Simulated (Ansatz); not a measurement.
A user runs Ansatz (a quantum-chemistry and plane-wave program) on CuAu (P4/mmm, 2 atoms in the cell) and asks whether the run is sound. The aim is a self-consistent single point with DFT, LDA (PW92), plane waves, default PAW files made with PBE.

Cell that was meant: a = 2.8752 Å, b = 2.8752 Å, c = 3.6124 Å, α = 90.00°, β = 90.00°, γ = 90.00°.

Part of the input:

Ansatz 0.2 input:
```yaml
    - { symbol: Au, position: [0.00000000, 0.00000000, 0.00000000] }
kpoints:
  mp_grid:
    grid: [1, 1, 1]
    shift: [0.5, 0.5, 0.5]
hamiltonian:
  xc: lda
```

Output, abridged:

```
WARN basis.ecutwfc = 420 eV, the default
WARN ansatz: RAYON_NUM_THREADS=1 ignored (pool sized by the plan → 1); use --threads N
   [... lines left out ...]
PAW frozen core: Au, regenerated for the run's functional, and the local potential with it
Initial density: superposition of atomic densities (neutral atoms: chi_scale 0, normalization atom), corrected by the library's trained network
Initial wavefunctions: pseudopotential atomic-orbital guess
Eigensolver: davidson
Functional: x = slater, c = lda
SCF iter   1: F=—  HF=-19403.443141 eV  |F-HF|=—  |Δ(HF+E_count)|=         —  Δρ=1.19e-1  dr2=2.91e0  ethr=1.77e-3  ⟨swp⟩=5.0  Hψ=85  notcnv=0
all-band conjugate gradients solve this SCF's bands
preconditioner: auto → none
SCF iter   2: F=—  HF=-19403.229749 eV  |F-HF|=—  |Δ(HF+E_count)|=   2.13e-1  Δρ=7.66e-2  dr2=1.15e0  ethr=1.77e-3  ⟨swp⟩=2.0  Hψ=54  notcnv=0
   [... lines left out ...]
SCF iter   7: F=—  HF=-19402.977249 eV  |F-HF|=—  |Δ(HF+E_count)|=   2.59e-4  Δρ=1.16e-3  dr2=5.50e-4  ethr=1.39e-5  ⟨swp⟩=1.0  Hψ=23  notcnv=0
SCF iter   8: F=—  HF=-19402.977210 eV  |F-HF|=—  |Δ(HF+E_count)|=   3.86e-5  Δρ=4.09e-4  dr2=8.61e-5  ethr=1.45e-6  ⟨swp⟩=1.0  Hψ=23  notcnv=0
SCF iter   9: F=—  HF=-19402.977257 eV  |F-HF|=—  |Δ(HF+E_count)|=   4.68e-5  Δρ=1.15e-4  dr2=7.45e-6  ethr=2.27e-7  ⟨swp⟩=1.0  Hψ=23  notcnv=0
SCF iter  10: F=-19402.977256 eV  HF=-19402.977256 eV  |F-HF|=5.90e-8  |Δ(HF+E_count)|=   4.58e-7  Δρ=1.31e-5  dr2=8.24e-8  ethr=2.63e-10  ⟨swp⟩=3.0  Hψ=90  notcnv=0
SCF 1 converged in 10 iterations: F = -19402.977256 eV  dr2 = 8.24e-8
Free energy (F): -19402.977256 eV
Internal energy: -19402.579338 eV  (E = F + TS)
E sigma→0 (E₀):  -19402.778297 eV
Entropy (-TS):   -0.397918 eV (-198.959 meV/atom)
Fermi energy:    23.063923 eV
--- Forces (eV/Å), atoms counted from 1 ---
  atom   1  Cu    -0.00000000     0.00000000     0.00000000
  atom   2  Au     0.00000000     0.00000000     0.00000000
--- Stress (GPa, compression-positive) ---
       97.455101       0.000000       0.000000
        0.000000      97.455101       0.000000
        0.000000       0.000000      10.163914
  P = ⅓ Tr σ = 68.3580 GPa (683.580 kbar)
  The stress holds the Pulay correction. Without it, at fixed plane waves, as pw.x and ABINIT print it: P = 68.2874 GPa
```

### Question
Is anything amiss in this input, and did it matter?

### Answer
The run is not sound. The fault is a single k-point for a small metallic cell. One k-point cannot sample the Fermi surface of a small cell. To fix it, use a converged k-point mesh. The run converged in 10 iterations without an error; against the sound input the free energy goes up by 8.86 eV/atom and the pressure goes from -12.18 to 68.36 GPa.

An input that runs soundly differs in these lines (not the only fix; some lines may just follow from the change or write a value another way):
```diff
-    grid: [1, 1, 1]
+    grid: [9, 9, 7]
```

With that input, the run converged in 7 iterations: free energy E − TS (on the zero of these files) -19420.6943 eV; Fermi level (on the code's own zero) 17.91 eV; pressure -12.18 GPa (DFT, LDA (PW92), plane waves, default PAW files made with PBE).

On the sound input: the starting cell comes from a database of computed structures (which also holds hypothetical and non-ambient phases and stackings), without a prior relaxation at this level. Its lattice was rescaled by a random factor within 2.5 % of one. Spin polarisation is off. With a pressure of about -12 GPa the cell is away from its equilibrium volume at this level. Ansatz's pressure includes its estimate of the finite-basis (Pulay) stress.
